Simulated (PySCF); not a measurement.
PySCF 2.14.0, PBE0/def2-svp, df: 1,4-dioxane (C1COCCO1), 14 atoms. The geometry is a generated start, not checked to be a minimum at this level.

```
Item                          Result
-------------------  ---------------
task                          energy
method                          pbe0
basis                       def2-svp
two-electron scheme  density fitting
mol.max_memory               3000 MB
mf.max_cycle                     100
mf.DIIS              CDIIS (default)
mf.conv_tol          1e-09 (default)
mf.grids.level           3 (default)
basis functions                  124
grid points                   163104
```

```xyz
14

C      1.2492     0.5440    -0.0111
C      0.9299    -0.8480     0.5193
O     -0.1596    -1.4338    -0.1729
C     -1.0792    -0.4827    -0.6769
C     -1.0982     0.7863     0.1690
O      0.1611     1.4349     0.1662
H      2.0966     0.9753     0.5274
H      1.5073     0.4778    -1.0784
H      1.7823    -1.5175     0.3820
H      0.6998    -0.7864     1.5932
H     -0.8202    -0.2242    -1.7155
H     -2.0612    -0.9619    -0.6712
H     -1.8199     1.5028    -0.2312
H     -1.3878     0.5334     1.2000
```

With the defaults (mf.diis = true, mf.diis_space = 8, mf.init_guess = minao, mf.damp = 0, mf.diis_start_cycle = 1, mf.diis_damp = 0) it converges in 11 Fock builds. One run each on 2 threads, 1 BLAS thread, with these changes:
- mf.diis_space = 20
- mf.init_guess = mod_huckel
- mf.init_guess = atom
- mf.init_guess = sap
- mf.diis = false
- mf.damp = 0.3, mf.diis_start_cycle = 4
- mf.diis_damp = 0.3
- mf.diis_space = 3
- mf.diis_space = 12

Question: Which of these changes keep the SCF from converging, or lead it to another solution?

Answer: No convergence: mf.diis = false (the run ends without SCF convergence in 100 cycles). The rest reach the solution of the defaults.

| setting | Fock builds | end |
|---|---|---|
| mf.init_guess = atom | 10 | same solution |
| the defaults | 11 | same solution |
| mf.diis_space = 20 | 11 | same solution |
| mf.diis_space = 12 | 11 | same solution |
| mf.diis_damp = 0.3 | 11 | same solution |
| mf.diis_space = 3 | 13 | same solution |
| mf.init_guess = sap | 13 | same solution |
| mf.damp = 0.3, mf.diis_start_cycle = 4 | 13 | same solution |
| mf.init_guess = mod_huckel | 13 | same solution |
| mf.diis = false | 101 | no convergence |
